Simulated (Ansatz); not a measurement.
Start from InAs in the zinc blende structure (space group F-43m, No. 216; a = 6.087 Å).

Modification: B takes the place of In on all its sites, then cell and atoms are relaxed.

Levels (all Ansatz, a first-principles code, PAW, earlier PAW set): PBEsol (420 eV, without spin-orbit coupling); r2SCAN (500 eV, no spin-orbit coupling).

The geometry is relaxed with PBEsol.

* **PBEsol lowest conduction level above the VBM at special points**: X 1.32 eV; K 1.95 eV; U 1.95 eV; L 2.68 eV
* **PBEsol gap character**: indirect, Γ → Γ–X (82 % along)
* **PBEsol electron mass**: 1.1 mₑ along k, 0.21 mₑ across (off the special points)

Question: How does going to r2SCAN change the lowest conduction level above the VBM at special points, gap character and electron mass?

Answer: The lowest conduction level above the VBM at special points changes from X 1.32 eV; K 1.95 eV; U 1.95 eV; L 2.68 eV to X 1.60 eV; K 2.28 eV; U 2.28 eV; L 3.00 eV; the gap character is still indirect, Γ → Γ–X (82 % along); the electron mass changes from 1.1 mₑ along k, 0.21 mₑ across (off the special points) to 1.0 mₑ along k, 0.21 mₑ across (off the special points).

Single points use the geometry relaxed with PBEsol. Effective masses come from finite differences of ±0.01 Å⁻¹. Along k means along the line from Γ to the band edge. Stability against distortions was not tested. The final runs are not spin-polarised.
